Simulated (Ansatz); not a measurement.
# Response to strain in GaN

The reference is GaN in the wurtzite structure (space group P6_3mc, No. 186; a = 3.183 Å, c = 5.184 Å). Axes: x lies along a and z along c of the hexagonal cell.

Strains are applied to the cell and any free atomic positions relax; under biaxial strain the out-of-plane vector relaxes too; under stress the whole cell relaxes.

All numbers come from Ansatz (a quantum-chemistry and plane-wave program) r2SCAN, scalar-relativistic without spin-orbit coupling.

Notes on the quantities. energy relative to the base: free energy F.

```json
[
 {"case": "base", "shortest interatomic distance": "1.946 Å", "energy relative to the base": "0 meV/atom"},
 {"case": "biaxial strain +0.79 %, plane normal [001], relaxed out of plane", "shortest interatomic distance": "1.955 Å", "energy relative to the base": "–"},
 {"case": "biaxial strain +4.69 %, plane normal [001], relaxed out of plane", "shortest interatomic distance": "?", "energy relative to the base": "–"},
 {"case": "isotropic strain +1.30 %", "shortest interatomic distance": "1.971 Å", "energy relative to the base": "?"},
 {"case": "isotropic strain +1.47 %", "shortest interatomic distance": "1.974 Å", "energy relative to the base": "+13 meV/atom"},
 {"case": "isotropic strain +2.32 %", "shortest interatomic distance": "1.990 Å", "energy relative to the base": "?"},
 {"case": "uniaxial strain ε_xx = −5.74 %", "shortest interatomic distance": "1.903 Å", "energy relative to the base": "+46 meV/atom"},
 {"case": "uniaxial strain ε_yy = +3.54 %", "shortest interatomic distance": "1.967 Å", "energy relative to the base": "+16 meV/atom"},
 {"case": "uniaxial stress, 5 GPa tension along x", "shortest interatomic distance": "?", "energy relative to the base": "+3.0 meV/atom"},
 {"case": "uniaxial stress, 2 GPa tension along z", "shortest interatomic distance": "1.947 Å", "energy relative to the base": "+0.4 meV/atom"}
]
```

What belongs in the blanks?


- biaxial strain +4.69 %, plane normal [001], relaxed out of plane, shortest interatomic distance: 1.961 Å
- isotropic strain +1.30 %, energy relative to the base: +10 meV/atom
- isotropic strain +2.32 %, energy relative to the base: +31 meV/atom
- uniaxial stress, 5 GPa tension along x, shortest interatomic distance: 1.948 Å

Beyond what the load breaks, stability against distortions was not tested.
